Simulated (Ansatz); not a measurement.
```
VN
1.0
    0.00000     2.05813     2.05813
    2.05813     0.00000     2.05813
    2.05813     2.05813     0.00000
V N
1 1
Direct
  0.50000   0.50000   0.50000
  0.00000   0.00000   0.00000
```

Problem. Is this relaxed cell dynamically stable according to harmonic phonons (finite displacements on a 8×8×8 mesh, PBE density-functional theory in Ansatz (plane waves, PAW), k mesh 16×16×16, methfessel-paxton smearing of 0.15 eV)? If not, where is the strongest instability?

Solution. No. The softest mode is 273i cm⁻¹ at q = (0.000, -0.500, -0.500) in fractions of the reciprocal vectors of this cell, and 297 of the 512 wave vectors of the mesh carry a mode beyond 15i cm⁻¹.

Ansatz is a program for electronic structure.
